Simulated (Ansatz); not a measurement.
Levels about the gap of amorphous Ge28Se28O3 (59 atoms in a cell of 1496 Å³, 4.77 g/cm³; zone centre alone, so wide bands show as single levels with stretches between that a denser mesh fills), at the geometry that PBE-D3(BJ) relaxed, where it gives 0.2 GPa on a denser mesh. The participation number counts the atoms over which a state spreads; weights are charges in smoothed Voronoi cells. The levels come from a single point, so bond lengths are those of that geometry. Method of the levels: PBE-D3(BJ), scalar-relativistic without spin-orbit coupling (Ansatz, a first-principles code). Sampling: the zone centre alone; Fermi-Dirac width 0.05 eV; no spin polarisation.

The cell was made by melting and quenching with the CHGNet potential and then relaxed with DFT. O atoms were pushed apart under 1.9 Å during the dynamics, to hinder bonds among them. The hot cell started wider than the set density and was brought back towards it in steps. It is the lowest in DFT energy of 3 quenches. It is a model cell: composition and starting density were chosen by hand, and all elements were melted together. The geometry includes D3(BJ) dispersion. Its density started from a set value of 4.92 and ended at 4.77 g/cm³. The quench (nominally 120 K/ps over its main leg) was far faster than any real one, so the model tends to hold more defects than a real film. Values belong to this one cell and scatter from quench to quench. Volume and shape were free in the relaxation. Stress components on the final sampling reach 0.5 GPa. Cycles of charging lowered its energy after that relaxation.

```tsv
E - E(highest filled), eV	filling	participation number	largest on	weight Se	weight Ge	weight O
-0.43	filled	34.8	Se, 3 neighbours	0.59	0.39	0.02
-0.32	filled	33.7	Se, 2 neighbours	0.67	0.31	0.02
-0.31	filled	29.7	Se, 2 neighbours	0.60	0.39	0.01
-0.29	filled	33.7	Se, 3 neighbours	0.65	0.33	0.03
-0.16	filled	31.9	Se, 3 neighbours	0.65	0.33	0.02
-0.04	filled	28.6	Se, 2 neighbours	0.68	0.30	0.02
0.00	filled	23.1	Se, 2 neighbours	0.62	0.35	0.03
1.07	empty	24.7	Ge, 4 neighbours	0.49	0.48	0.03
1.15	empty	32.0	Ge, 4 neighbours	0.50	0.48	0.02
1.19	empty	38.7	Ge, 3 neighbours	0.50	0.49	0.01
1.31	empty	33.5	Ge, 3 neighbours	0.43	0.55	0.02
1.32	empty	30.1	Ge, 3 neighbours	0.41	0.57	0.01
1.44	empty	23.8	Ge, 2 neighbours	0.32	0.63	0.05
1.50	empty	37.9	Ge, 3 neighbours	0.40	0.58	0.02
```

Most localised among these is the filled level at +0.00 eV, on a Se atom, which has 2 neighbours (Ge 2.42 Å, Ge 2.51 Å).
